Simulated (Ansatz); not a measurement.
Base system: KF in the rock salt structure (space group Fm-3m, No. 225; a = 5.318 Å). Axes: x, y, z lie along the cube axes.

Calculations: r2SCAN (Ansatz, a first-principles code, PAW, spin-orbit coupling left out).

Strains are applied to the cell and any free atomic positions relax; under biaxial strain the out-of-plane vector relaxes too.

One change was made to it. Results:

The band gap drops by 0.60 eV (6.91 eV → 6.31 eV); the pressure goes from zero to -3.14 GPa; the gap character is still direct at Γ; the energy rises by 26 meV/atom.

**Question.** Which of these changes matches the shifts?
(A) isotropic strain −3.00 %
(B) tensor shear ε_yz = +0.99 %
(C) isotropic strain +4.05 %
(D) biaxial strain +4.39 %, plane normal [111], relaxed out of plane
(E) isotropic strain +4.79 %

**Answer.** C, isotropic strain +4.05 %. For comparison, the band gap in the other runs: biaxial strain +4.39 %, plane normal [111], relaxed out of plane gives 6.64 eV; isotropic strain +4.79 % gives 6.21 eV; isotropic strain −3.00 % gives 7.43 eV; tensor shear ε_yz = +0.99 % gives 6.90 eV.

Whether these cells are dynamically stable was not tested. k-point labels follow each cell's own Brillouin zone.
